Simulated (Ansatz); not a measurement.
PBE against PBEsol: CuCl, electrons 5.0×10^20 cm⁻³

Take CuCl in the zinc blende structure (space group F-43m, No. 216; a = 5.424 Å) as the base.

(Cell as relaxed with PBE.)

Levels (all Ansatz, an electronic-structure program, PAW): PBE (420 eV, no SOC); PBEsol (420 eV, scalar-relativistic without spin-orbit coupling).

Each level relaxes its own structure.

```tsv
base	PBE	PBEsol
volume per atom	19.95 Å³	18.50 Å³
lattice parameter a	5.424 Å	5.290 Å
band gap	0.53 eV	0.55 eV
```

Perturbation: electrons 5.0×10^20 cm⁻³, on a uniform background at fixed cell.

```csv
quantity,PBE,PBEsol
shift of the gap caused by the change,-0.01 eV,-0.01 eV
Fermi level relative to the doped band's edge (positive inside the band; to 0.05 eV),+0.65 eV,+0.70 eV
gap between the host's bands,0.51 eV,0.54 eV
gap character,direct at Γ,direct at Γ
```

PBE's Fermi level from band edge lies 0.05 eV below PBEsol's; PBE's gap between the host's bands lies 0.03 eV below PBEsol's; the two agree on the shift of the gap caused by the change and gap character. Neither level is exact; PBEsol is the comparison here, not a measurement.

Carriers are added with a uniform compensating background; total energy and stress of such cells depend on the potential's zero and are not compared; many-body gap narrowing is missing at this level. Whether these cells are dynamically stable was not tested. No Hubbard U is applied. All final runs are without spin polarisation.
